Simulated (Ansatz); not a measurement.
SnS (F-43m, No. 216, 2 atoms in the cell; start mp-10013; a measured phase of this formula has another space group), treated with G0W0@HSE06 in Ansatz (hard PAW, contour deformation).

The cell is the one relaxed with PBEsol. Conventional cell: a = 6.3636 Å, b = 6.3636 Å, c = 6.3636 Å, α = 90.00°, β = 90.00°, γ = 90.00°.

The quasiparticle gap at Γ at a fixed k mesh 4×4×4:

```tsv
response cutoff	value (eV)
150 eV, 494 empty bands	5.333
200 eV, 760 empty bands	5.363
250 eV, 1062 empty bands	5.380
300 eV, 1396 empty bands	5.389
```

Q: Taking the value to converge with the response cutoff E as E^(−3/2), extrapolate from the last two rows.

A: With y = y∞ + c/w and weights w = 3953 and 5196 for the last two rows, y∞ = (w2 y2 − w1 y1)/(w2 − w1) = (5196 × 5.389 − 3953 × 5.380)/1243 = 5.418 eV, which lies 0.029 beyond the last row. Successive pairs of rows give 5.419, 5.423, 5.418. The limit also hangs on the law assumed, so its last digits aren't firm.

The other settings are not extrapolated, so this is the limit in one setting alone.

At the last cutoff the smallest gap on this mesh is 0.42 eV, with an edge away from Γ.

Spin–orbit coupling is not included.

Note: filled d or f shells below the valence bands can shift G0W0 gaps through exchange with them, which wasn't tested here. Note: GW on a hybrid start was not checked against another program.

A start named mp-… is a Materials Project structure, which need not be a measured phase.

Ansatz is a quantum-chemistry and plane-wave program.
